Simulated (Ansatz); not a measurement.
## SnClF (Pnma, No. 62): band gap by level of theory

No measured value is used here.

| level (code) | value (eV) | cell (Å³/atom) |
|---|---|---|
| LDA (Ansatz) | 3.14 | 22.59 |
| PBEsol (Ansatz) | 3.20 | 22.59 |
| r²SCAN+SOC (Ansatz) | 3.65 (indirect) | 22.59 |
| r²SCAN+rVV10 (Ansatz) | … | 22.06 |
| B3LYP (VWN-RPA form) (Ansatz) | 4.74 | 22.59 |
| r²SCAN0 (Ansatz) | … | 22.59 |
| Hartree–Fock (Ansatz) | 10.38 | 22.59 |

**Question.** What belongs in the gaps?

**Answer.** 
- r²SCAN+rVV10 (Ansatz, a first-principles code), value (eV): 3.61
- r²SCAN0 (Ansatz), value (eV): 5.24

Computed values are for a static lattice. Spin–orbit coupling is included only where a level's name says +SOC; with heavier elements it mostly lowers gaps and can invert bands.  Values are at the measured cell; r²SCAN+rVV10 at the level's own equilibrium cell. Cutoffs and k meshes differ between the levels. Ansatz's density-functional and Hartree–Fock values are scalar-relativistic unless marked +SOC, with PAW data made under PBE.
